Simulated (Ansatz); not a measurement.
# CdTe in the zinc blende structure (space group F-43m, No. 216)

```cif
data_CdTe
_chemical_formula_sum 'Cd1 Te1'
_space_group_name_H-M_alt 'P 1'
_space_group_IT_number 1
_cell_length_a 4.63705
_cell_length_b 4.63705
_cell_length_c 4.63705
_cell_angle_alpha 60.000
_cell_angle_beta 60.000
_cell_angle_gamma 60.000
loop_
_space_group_symop_operation_xyz
  'x, y, z'
loop_
_atom_site_label
_atom_site_type_symbol
_atom_site_fract_x
_atom_site_fract_y
_atom_site_fract_z
_atom_site_occupancy
Cd1 Cd 0.00000 0.00000 0.00000 1
Te1 Te 0.25000 0.25000 0.25000 1
```

Calculations: DFT with r2SCAN, PAW potentials and a 500 eV plane-wave cutoff in Ansatz (an electronic-structure program), spin-orbit coupling left out. k-mesh 9×9×9 (Γ-centred); smearing 0.05 eV (Fermi–Dirac).

| Quantity | Value |
|---|---|
| Volume per atom | 35.25 Å³ |
| Density | 5.65 g/cm³ |
| Band gap | 1.17 eV, direct at Γ |
| Electron mass | 0.090 mₑ |
| Hole mass (degenerate bands, along [100]) | 0.092, 0.55, 0.55 mₑ |
| Lowest conduction-band minima above the VBM | Γ 1.17 eV; L along ⟨111⟩ 2.20 eV |
| Total energy | -7632.070 eV/atom (σ→0; compares only within this code and set-up) |

With Te present, leaving out spin-orbit coupling can change the band edges. Masses are band curvatures over ±0.01 Å⁻¹ around the edge. No phonon test of stability was made.
